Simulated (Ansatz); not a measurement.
**Response to strain in Ru**

Consider Ru in the hcp (Mg type) structure (space group P6_3/mmc, No. 194; a = 2.722 Å, c = 4.294 Å; relaxed with 0.1 eV smearing). Axes: x lies along a and z along c of the hexagonal cell.

Strains are applied to the cell and any free atomic positions relax.

Level of theory: Ansatz (an electronic-structure program), PBE, PAW, cutoff 420 eV, spin-orbit coupling left out.

Notes on the quantities. energy relative to the base: free energy F.

```tsv
uniaxial strain ε_zz (%)	energy relative to the base (meV/atom)
0	0.0
0.5	0.7
1	2.7
1.5	5.9
2	10.4
2.5	?
3	22.7
```

### Question
Fit ΔE = Aε² + Bε³ (ε in %) to the rows shown and predict the withheld row.

### Answer
Least squares on the printed values gives A = 2.75 and B = -0.076 meV/atom (largest residual 0.0 meV/atom); this predicts 16.0 meV/atom, and the run gives 16.0 meV/atom, in agreement.

Whether these cells are dynamically stable was not tested. All final runs are without spin polarisation.
